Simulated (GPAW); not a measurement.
Worked example: self-consistent single point of K (Im-3m, 1 atom in the cell) in GPAW.

Level of theory: PBE, GPAW PAW datasets PBE (gpaw-data 1.0.1) (plane waves; GPAW).

```
K
1.0
   -2.65320     2.65320     2.65320
    2.65320    -2.65320     2.65320
    2.65320     2.65320    -2.65320
K
1
Direct
  0.00000   0.00000   0.00000
```

Reference input (self-consistent single point, DFT PBE, plane waves, GPAW PAW datasets PBE (gpaw-data 1.0.1)): mode = pw; ecut = 600 eV; xc = PBE; kpts = 6 6 6; mesh shift (steps) = 0 0 0; occupations.name = fermi-dirac; occupations.width = 0.1 eV; nbands = -7; convergence.density = 1e-05 e/electron; convergence.energy = 1e-05 eV/electron; symmetry.symmorphic = false; symmetry.tolerance = 0.0005. This run's input differs from it in these lines:

```diff
@@ -13,4 +13,4 @@
             xc='PBE',
-            kpts={'size': (6, 6, 6), 'gamma': True},
-            occupations={'name': 'fermi-dirac', 'width': 0.1},
+            kpts={'size': (14, 14, 14), 'gamma': True},
+            occupations={'name': 'fermi-dirac', 'width': 0.02},
             nbands=-7,
```

The program printed (abridged):

```
     iter     time        total  log10-change:
                         energy   eigst   dens
iter:   1 --:--:--    -1.439257
iter:   2 --:--:--    -1.410315   -1.79  -1.34
iter:   3 --:--:--    -1.217254   -1.40  -1.37
iter:   4 --:--:--    -1.218471   -2.63  -1.69
iter:   5 --:--:--    -1.234659   -2.54  -1.73
iter:   6 --:--:--    -1.221531   -2.76  -1.98
iter:   7 --:--:--    -1.221422   -4.12  -2.88
iter:   8 --:--:--    -1.221395   -5.10  -2.96
iter:   9 --:--:--    -1.221396c  -6.25  -4.18
iter:  10 --:--:--    -1.221395c  -7.00  -4.04
iter:  11 --:--:--    -1.221395c  -7.46c -4.40
iter:  12 --:--:--    -1.221395c  -8.77c -4.65
iter:  13 --:--:--    -1.221395c  -8.26c -4.56
iter:  14 --:--:--    -1.221395c  -9.44c -5.44c
Converged after 14 iterations.

Dipole moment: (0.000000, 0.000000, 0.000000) |e|*Ang

Energy contributions relative to reference atoms: (reference = -16382.253218)

Kinetic:         -3.254128
Potential:       +3.783316
External:        +0.000000
XC:              -1.096312
Entropy (-ST):   -0.001406
Local:           -0.653568
SIC:             +0.000000
--------------------------
Free energy:     -1.222098
Extrapolated:    -1.221395

Showing only first 2 kpts
 Kpt  Band  Eigenvalues  Occupancy
  0     2    -14.64210    2.00000
  0     3    -14.64209    2.00000
  0     4     -1.17372    2.00000
  0     5      5.21195    0.00000

  1     2    -14.64316    2.00000
  1     3    -14.64209    2.00000
  1     4     -1.11113    2.00000
  1     5      5.12340    0.00000

Fermi level: 0.94611

No gap
No difference between direct/indirect transitions
Energy (eV): -1.221395

Forces in eV/Ang:
  0 K    -0.00000   -0.00000    0.00000

Stress tensor:
     0.000360    -0.000000     0.000000
    -0.000000     0.000360    -0.000000
     0.000000    -0.000000     0.000360
Stress (GPa, Voigt): [ 0.0577  0.0577  0.0577 -0.      0.     -0.    ]
```

The run converged in 14 iterations. GPAW prints stress with tension positive. Against the reference run the free energy goes up by 4.9 meV/atom and the pressure hardly changes (-0.03 to -0.06 GPa).

The starting cell has typed, rounded lattice constants, without a prior relaxation at this level. Its lattice was rescaled by up to half a per cent.

Cost on one core of a shared machine: roughly 90 s.
